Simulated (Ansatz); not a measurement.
Ti3Al, pressure series

Base system: Ti3Al (space group P6_3/mmc, No. 194).

```xyz
8
Lattice="5.7553 0.0000 0.0000 -2.8777 4.9842 0.0000 0.0000 0.0000 4.6546" Properties=species:S:1:pos:R:3 pbc="T T T"
Ti     2.8777     3.2921     1.1636
Ti    -1.4122     4.1382     3.4909
Ti     1.4655     0.8461     1.1636
Ti     0.0000     1.6922     3.4909
Ti     4.2898     0.8461     1.1636
Ti     1.4122     4.1382     3.4909
Al     0.0000     3.3228     1.1636
Al     2.8777     1.6614     3.4909
```

Cell and atoms are relaxed at each pressure.

Calculations: PBE, PAW, 420 eV (Ansatz, an electronic-structure program; no spin-orbit coupling), earlier PAW set.

Notes on the quantities. enthalpy: H = E + PV relative to the base's energy.

```csv
case,volume per atom,enthalpy
base,16.69 Å³,–
pressure −2 GPa,17.00 Å³,-0.21 eV/atom
pressure −1 GPa,16.84 Å³,-0.10 eV/atom
pressure 1.8 GPa,(withheld),+0.19 eV/atom
pressure 4.2 GPa,16.13 Å³,+0.43 eV/atom
pressure 9 GPa,15.57 Å³,+0.90 eV/atom
pressure 18 GPa,14.73 Å³,+1.75 eV/atom
pressure 30 GPa,13.85 Å³,+2.82 eV/atom
pressure 45 GPa,13.00 Å³,+4.08 eV/atom
pressure 60 GPa,12.32 Å³,+5.26 eV/atom
```

Q: What belongs in the blanks?

A: 
- pressure 1.8 GPa, volume per atom: 16.44 Å³

Load acts through the strain it causes; cell and atoms are relaxed under it. No phonon test of stability was made. Competing high-pressure phases were not computed. All final runs are without spin polarisation.
